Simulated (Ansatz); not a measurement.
An Ansatz (a quantum-chemistry and plane-wave program) input (r2SCAN, PAW, 500 eV (Ansatz; spin-orbit coupling left out), earlier PAW set):

Ansatz 0.2 input:
```yaml
crystal:
  lattice:
    - [4.0629210688, 0, 0]
    - [0, 4.0629210688, 0]
    - [2.0314605344, -2.0314605344, 2.668492432]
  atoms:
    - { symbol: Se, position: [0, 0, 0] }
    - { symbol: Mg, position: [0.5, 0.5, 1] }
basis: { ecutwfc: 500, ecutrho_ratio: 4, xc_grid: 4, fft_grid_basis: typed }
kpoints: { mp_grid: { grid: [10, 10, 10] } }
hamiltonian:
  xc: r2scan
  dispersion: none
  pseudopotentials: { azcp: { folder: ./paw }, kind: paw }
scf: { occupations: { method: fermi_dirac, width: 0.05 } }
relax: { f_tol: 0.005, max_steps: 50, cell: { stress_tol: 0.01, fix: [a, b, gamma] } }
output: { forces: true, stress: true }
checkpoint: { write: state.ck, write_every: 1000 }
```

Which symmetry and how many k-points will the program report, and about how many plane waves at Γ?

Space group I4/mmm (ITA 139) with 16 operations, k-points 102 of 1000, and 1137 plane waves at Γ.

And the final pressure?

-3.37 GPa (compression positive).

The cells carry an imposed strain or load. Stability against distortions was not tested. The cell was made from MgSe in the rock salt structure (space group Fm-3m, No. 225) by this change: biaxial strain +4.98 %, plane normal [001], relaxed out of plane.
